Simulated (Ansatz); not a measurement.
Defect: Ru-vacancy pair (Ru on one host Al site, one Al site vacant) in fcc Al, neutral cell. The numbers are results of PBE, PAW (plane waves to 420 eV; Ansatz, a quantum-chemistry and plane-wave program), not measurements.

32-site cell at the relaxed PBE lattice, a 3×3×3 k-point mesh shifted by half a step, smearing 0.10 eV, spin-restricted, no finite-size correction. Static, classical nuclei. Forms of the defect that were not tried may lie lower.

Barriers: single points on a 5×5×5 k-point mesh shifted by half a step at the bands' geometries (they differ from the bands' own by up to 0.05 eV, and are uncertain by about as much).

Relaxed starting cell (atoms counted from 1):

```yaml
crystal:
  lattice:
    - [8.08392, 0.00000, 0.00000]
    - [0.00000, 8.08392, 0.00000]
    - [0.00000, 0.00000, 8.08392]
  atoms:
    - { symbol: Ru, position: [0.99977, 0.98352, 0.98450] }
    - { symbol: Al, position: [0.99980, 0.00338, 0.49786] }
    - { symbol: Al, position: [0.99980, 0.49693, 0.00427] }
    - { symbol: Al, position: [0.99981, 0.49687, 0.49776] }
    - { symbol: Al, position: [0.49979, 0.00315, 0.00405] }
    - { symbol: Al, position: [0.49980, 0.00216, 0.49975] }
    - { symbol: Al, position: [0.49980, 0.49886, 0.00302] }
    - { symbol: Al, position: [0.49978, 0.50382, 0.50470] }
    - { symbol: Al, position: [0.99981, 0.23963, 0.75509] }
    - { symbol: Al, position: [0.99980, 0.75416, 0.24056] }
    - { symbol: Al, position: [0.99978, 0.75262, 0.75355] }
    - { symbol: Al, position: [0.49982, 0.24916, 0.25005] }
    - { symbol: Al, position: [0.49983, 0.24818, 0.75925] }
    - { symbol: Al, position: [0.49976, 0.75836, 0.24909] }
    - { symbol: Al, position: [0.49978, 0.75385, 0.75474] }
    - { symbol: Al, position: [0.22707, 0.00828, 0.24181] }
    - { symbol: Al, position: [0.24592, 0.99899, 0.75788] }
    - { symbol: Al, position: [0.24597, 0.49838, 0.25032] }
    - { symbol: Al, position: [0.24681, 0.49840, 0.75505] }
    - { symbol: Al, position: [0.77246, 0.00819, 0.24180] }
    - { symbol: Al, position: [0.75366, 0.99898, 0.75791] }
    - { symbol: Al, position: [0.75361, 0.49838, 0.25037] }
    - { symbol: Al, position: [0.75278, 0.49837, 0.75505] }
    - { symbol: Al, position: [0.22713, 0.24091, 0.00911] }
    - { symbol: Al, position: [0.24596, 0.24946, 0.49926] }
    - { symbol: Al, position: [0.24591, 0.75699, 0.99990] }
    - { symbol: Al, position: [0.24680, 0.75416, 0.49930] }
    - { symbol: Al, position: [0.77250, 0.24088, 0.00915] }
    - { symbol: Al, position: [0.75366, 0.24945, 0.49927] }
    - { symbol: Al, position: [0.75364, 0.75694, 0.99990] }
    - { symbol: Al, position: [0.75277, 0.75417, 0.49930] }
```

End state 1 differs by these moves (Å; atoms that move under 0.08 Å are left out):

```
atom  element    Δx    Δy    Δz
----  -------  ----  ----  ----
1          Ru  0.00  2.30  2.30
```

Question: Predict the forward and backward barriers to end state 1 from PBE, PAW.

Answer: forward 1.79 eV, backward 1.79 eV; at the saddle point atom 1 has neighbours 4 Al at 2.53, 4 Al at 2.87 Å. The saddle point's order was not checked, and it lies on a symmetry element of the cell, where a band can be held.

End state 2 differs by these moves (Å; atoms that move under 0.08 Å are left out):

| atom | element | Δx | Δy | Δz |
|---|---|---|---|---|
| 1 | Ru | -0.12 | 0.12 | 0.00 |
| 10 | Al | 0.07 | 0.14 | 0.01 |
| 16 | Al | -1.76 | 1.76 | 0.00 |
| 20 | Al | -0.14 | -0.07 | -0.01 |
| 24 | Al | 0.12 | -0.12 | 0.00 |
| 26 | Al | -0.03 | 0.12 | 0.07 |
| 28 | Al | -0.12 | 0.03 | -0.07 |

Question: What is the computed forward and backward barriers to end state 2 (PBE, PAW)?

Answer: forward 0.33 eV, backward 0.33 eV; at the saddle point atom 16 has neighbours Al at 2.58, Al at 2.59, Al at 2.70, 2 Al at 2.93; Ru at 2.53 Å. The saddle point's order was not checked, and it lies on a symmetry element of the cell, where a band can be held.
